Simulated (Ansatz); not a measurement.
GaN (P6_3mc) under hydrostatic pressure (compression positive): hole mass along x by PBE with spin-orbit coupling, rigid bands (plane waves, PAW; Ansatz, a program for electronic structure). The unloaded cell, whose axes the loads refer to:

```
GaN
1.0
    3.18259     0.00000     0.00000
   -1.59130     2.75620     0.00000
    0.00000     0.00000     5.18543
Ga N
2 2
Cartesian
  0.00000   1.83747  -0.00419
  1.59130   0.91873   2.58852
  0.00000   1.83747   1.94873
  1.59130   0.91873   4.54144
```

```tsv
hydrostatic pressure (compression positive) (GPa)	volume per atom (Å³)	hole mass along x (mₑ)
-12	12.26	?
-8	11.92	1.54
-4	11.63	1.50
0	11.37	1.46
4	11.14	1.43
8	10.94	1.40
16	10.58	1.34
24	10.27	1.29
```

### Question
Fit a straight line to ln(hole mass along x) against the load over the rows given, and predict the row at -12 GPa.

### Answer
The means are x̄ = 5.714 GPa and ȳ = 0.3510; Σ(x − x̄)(y − ȳ) = -4.200 and Σ(x − x̄)² = 763.4, so the slope is -0.550 % per GPa, and the rows given lie within 0.53 % of the line. At -12 GPa the line gives 1.57 mₑ; the calculation gives 1.59 mₑ, 1.5 % from it.

Masses are for dilute carriers at 300 K, harmonic means over directions unless an axis is named. Stresses and pressures are the targets of the relaxation. The structure type is held at every load. Geometry: cell and atoms relaxed with PBEsol.
